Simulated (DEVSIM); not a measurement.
System: abrupt Si p-n junction, at 250 K.

| layer (left to right) | material | thickness (μm) | Nd (cm⁻³) | Na (cm⁻³) | τn (s) | τp (s) |
|---|---|---|---|---|---|---|
| 1 | Si | 2.00 | - | 8.2e18 | 2.7e-6 | 2.7e-6 |
| 2 | Si | 0.400 | 2.2e14 | - | 2.7e-6 | 2.7e-6 |

Left contact: ohmic. Right contact: ohmic. Voltage is applied to the left contact. Recombination: SRH at mid-gap. Gap narrowing is on: ΔEg = 6.92 meV × (l + √(l² + 0.5)), l = ln(N/1.3e17 cm⁻³), shared equally by both band edges. Mobility is μmin + (μ − μmin)/(1 + (N/Nref)^α).

Constants are typed, rounded textbook-type inputs, not results; the design itself was drawn at random and stands for no fabricated device. Values at 300 K; Nc and Nv go as T^1.5, mobilities as T to minus their exponent, the gap by Varshni's rule with the affinity fixed.

```tsv
parameter	Si
gap (eV)	1.124
affinity (eV)	4.05
permittivity	11.7
Nc (cm⁻³)	2.86e19
Nv (cm⁻³)	3.1e19
μn (cm²/Vs)	1417
μp (cm²/Vs)	470
μn,min	52
μp,min	45
Nref,n	9.7e16
Nref,p	2.2e17
αn	0.68
αp	0.72
T exponent of μn	2.3
T exponent of μp	2.2
Varshni α (eV/K)	0.000473
Varshni β (K)	636
```

Simulated with DEVSIM: 1D drift-diffusion, Boltzmann statistics, complete ionisation; no tunnelling, impact ionisation, image-force lowering or self-heating.

Q: Give the dark forward current.

A: 
| V (V) | J (A/cm²) |
|---|---|
| 0.05 | 5.5e-10 |
| 0.10 | 5.6e-9 |
| 0.15 | 5.2e-8 |
| 0.25 | 4.4e-6 |
| 0.30 | 4.0e-5 |
| 0.35 | 0.00036 |
| 0.40 | 0.0031 |
| 0.50 | 0.22 |
| 0.55 | 1.6 |
| 0.60 | 10 |
| 0.65 | 49 |
| 0.75 | 500 |
| 0.80 | 1400 |
| 0.85 | 3800 |
